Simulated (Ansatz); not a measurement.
The reference is CsPbCl3 in the cubic perovskite structure (space group Pm-3m, No. 221).

```xyz
5
Lattice="5.5209 0.0000 0.0000 0.0000 5.5209 0.0000 0.0000 0.0000 5.5209" Properties=species:S:1:pos:R:3 pbc="T T T"
Cs     0.0000     0.0000     0.0000
Pb     2.7604     2.7604     2.7604
Cl     2.7604     0.0000     2.7604
Cl     0.0000     2.7604     2.7604
Cl     2.7604     2.7604     0.0000
```

Cartesian axes are those of the cell as printed.

Method: plane-wave PAW DFT at the LDA level (Ansatz, an electronic-structure program, 420 eV), no spin-orbit coupling.

For the base:

| Item | Value |
|---|---|
| Valley order | R along ⟨111⟩ 1.53 eV; Γ 2.75 eV |

Now apply this change: compressive biaxial strain of 0.50 % in the plane normal to [111], as in epitaxy on a mismatched substrate; the out-of-plane cell vector and the atoms relax.

Q: What does the calculation give for the out-of-plane strain after the change?

A: The out-of-plane strain is +0.76 %.

Q: What does the calculation give for the valley order after the change?

A: The valley order (the lowest conduction-band minima on the path, energy above the VBM, named in the base's zone) goes from R along ⟨111⟩ 1.53 eV; Γ 2.75 eV to R along [111] 1.50 eV; M along [110] 2.18 eV; Γ 2.73 eV.

With Pb present, leaving out spin-orbit coupling can change the band edges. The levels and masses belong to the bands next to the band gap. Stability against distortions was not tested. Many cubic perovskites are stable only at high temperature; tilts and polar distortions were not tested. This is not the structure that CsPbCl3 has at room temperature and ambient pressure.
